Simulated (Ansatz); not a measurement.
S on the 1x1 (0001) surface of hcp Ru, one in a 3x3 cell, energies for each (57.7 Å²). Energies are against ⅛ S8(g), without zero-point or thermal terms; each row is named by its start.

Calculation: PBE (plane waves to 420 eV, PAW; Ansatz, a program for electronic structure).

Slab: 37 atoms, 6.3 Å thick at the start under the adsorbate (thin: gaps and levels are the slab's own); k 4x4x1, smearing 0.1 eV, dipole-corrected; 18 atoms held, the rest relaxed; each run with such symmetry as its start has; spin where the adsorbate may keep a moment, no spin-orbit, no U, no dispersion correction.

A negative adsorption energy means that the adsorbate is more stable on the surface than in its reference. Heights count from the host atoms within 0.3 Å of the top one.

```csv
starting site,E_ads (eV),height (Å),nearest host atom (Å),bonded to,Δ work function (eV),lateral drift (Å),moment (μB)
top Ru,[?],2.12,Ru 2.15,Ru,0.22,0.0,0.0
hollow Ru-Ru-Ru,-2.57,[?],Ru 2.33,3 Ru,0.13,0.0,–
hollow Ru-Ru-Ru over Ru at depth 2.1 Å,[?],[?],Ru 2.31,3 Ru,0.08,0.0,–
```

**Question.** What belongs in the gaps?

**Answer.** 
- top Ru, E_ads (eV): -0.96
- hollow Ru-Ru-Ru, height (Å): 1.77
- hollow Ru-Ru-Ru over Ru at depth 2.1 Å, E_ads (eV): -2.71
- hollow Ru-Ru-Ru over Ru at depth 2.1 Å, height (Å): 1.67
